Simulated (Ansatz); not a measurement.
Input and output of a relaxation of cell and atoms for PtAl2 (Fm-3m, 3 atoms in the cell) (Ansatz, a first-principles code).

Method: PBE (plane waves, PAW; Ansatz).

```
CELL_PARAMETERS angstrom
      0.00000     3.02119     3.02119
      3.02119     0.00000     3.02119
      3.02119     3.02119     0.00000
ATOMIC_POSITIONS crystal
  Al 0.25000 0.25000 0.25000
  Al 0.75000 0.75000 0.75000
  Pt 0.00000 0.00000 0.00000
```

Reference input (self-consistent single point, DFT, PBE, plane waves, default PAW files): basis.ecutwfc = 30.9 Ry; kpoints.mp_grid.grid = 13 13 13; hamiltonian.xc = pbe; hamiltonian.pseudopotentials = {kind: paw} (the program's default PAW files); scf.occupations.method = fermi_dirac; scf.occupations.width = 0.01 Ry. This run's input differs from it in these lines:

```diff
@@ -18,2 +18,4 @@
   occupations: { method: fermi_dirac, width: 0.01 Ry }
+relax:
+  cell: {}
 output:
```

Output (repeated stretches shortened):

```
   [... SCF lines of the steps left out ...]
relax step   1: F+E_penalty+E_count = -13600.66107550 eV  Δ(F+E_penalty+E_count) = +0.000e0 eV  max|allowed force component| = 1.388e-17 eV/Å  Δτ_max = 0.0000 Å  P = -5.533 GPa  Ω = 55.152 Å³  (6 SCF iters, dr2 threshold 1.00e-7 eV, accepted)
relax step   2: F+E_penalty+E_count = -13600.69747549 eV  Δ(F+E_penalty+E_count) = -3.640e-2 eV  max|allowed force component| = 5.782e-17 eV/Å  Δτ_max = 0.0000 Å  P = +3.086 GPa  Ω = 51.405 Å³  energy of the carried Pulay correction = +1.221e-3 eV  [...]
   [... lines left out ...]
relax step   4: F+E_penalty+E_count = -13600.70821658 eV  Δ(F+E_penalty+E_count) = -1.109e-4 eV  max|allowed force component| = 1.257e-16 eV/Å  Δτ_max = 0.0000 Å  P = -0.009 GPa  Ω = 52.589 Å³  energy of the carried Pulay correction = +8.261e-4 eV  [...]
relax step   5: F+E_penalty+E_count = -13600.70746483 eV  Δ(F+E_penalty+E_count) = +7.517e-4 eV  max|allowed force component| = 1.103e-16 eV/Å  Δτ_max = 0.0000 Å  P = -0.017 GPa  Ω = 52.589 Å³  stress off target by 1.72e-2 GPa  SCF on the basis [...]
basis re-selected at this cell: Δ(F+E_penalty+E_count) = +7.517e-4 eV, ΔP = -0.008 GPa vs the last step
the relaxation is at rest under the 48 symmetry operations that the run kept from its start: a minimum is not shown …
Free energy (F): -13600.707465 eV
Internal energy: -13600.635269 eV  (E = F + TS)
E sigma→0 (E₀):  -13600.671367 eV
Entropy (-TS):   -0.072196 eV (-24.065 meV/atom)
Fermi energy:    11.124430 eV
--- Forces (eV/Å), atoms counted from 1 ---
  atom   1  Al     0.00000000     0.00000000     0.00000000
   [... zero for the other atoms too ...]
   [... lines left out ...]
  cell:  # Å, volume = 52.5890 Å³
   [... lines left out ...]
    - [2.9736386566775734, 1.4012273090462873e-33, 2.9736386566775734]
    - [2.9736386566775734, 2.9736386566775734, 2.6750703172701853e-34]
  atoms:
    - { symbol: Al, position: [0.24999999999999997, 0.24999999999999997, 0.24999999999999997] }
    - { symbol: Al, position: [0.75, 0.75, 0.75] }
    - { symbol: Pt, position: [-1.3258010787254213e-33, 1.2087095856504603e-33, 6.4538661802139445e-34] }
```

The run converged. 

Summary of the result:
```
Quantity                                                                           Result
-----------------------------------------------  ----------------------------------------
Free energy E − TS (on the zero of these files)                            -13600.7075 eV
Fermi level (on the code's own zero)                                             11.12 eV
Pressure                                                                        -0.02 GPa
Final cell                                       a = b = c = 4.2054 Å, α = β = γ = 60.00°
Final volume per atom                                                            17.53 Å³
Relaxation steps                                                                        5
```

The starting cell has typed, rounded lattice constants, without a prior relaxation at this level. Its lattice was rescaled by a random factor within 2.5 % of one. Spin polarisation is off. The relaxation keeps the symmetry of its start, so its end need not be a minimum. Ansatz's pressure includes its estimate of the finite-basis (Pulay) stress.

Keys are those of Ansatz 0.2.
